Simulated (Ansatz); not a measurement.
Consider SnO (space group P4/nmm, No. 129; a = 3.837 Å, c = 4.759 Å; layered, stacked along the Cartesian z axis).

Level of theory: PBE-D3(BJ), PAW, 420 eV (Ansatz, an electronic-structure program; no spin-orbit coupling).

One change was made to it. Results:

```csv
quantity,base,after
volume per atom,17.52 Å³,17.37 Å³
band gap,zero,zero
```

### Question
Name the change that was made.
(A) pressure 0.3 GPa
(B) pressure −1 GPa
(C) pressure 10 GPa
(D) pressure 0.7 GPa

### Answer
A, pressure 0.3 GPa. For comparison, the volume per atom in the other runs: pressure −1 GPa gives 18.14 Å³; pressure 10 GPa gives 14.82 Å³; pressure 0.7 GPa gives 17.18 Å³.

Load acts through the strain it causes; cell and atoms are relaxed under it. Whether these cells are dynamically stable was not tested. No other phases were tried under pressure. The final runs are not spin-polarised. The zero or small gap of SnO can change with the level of theory.
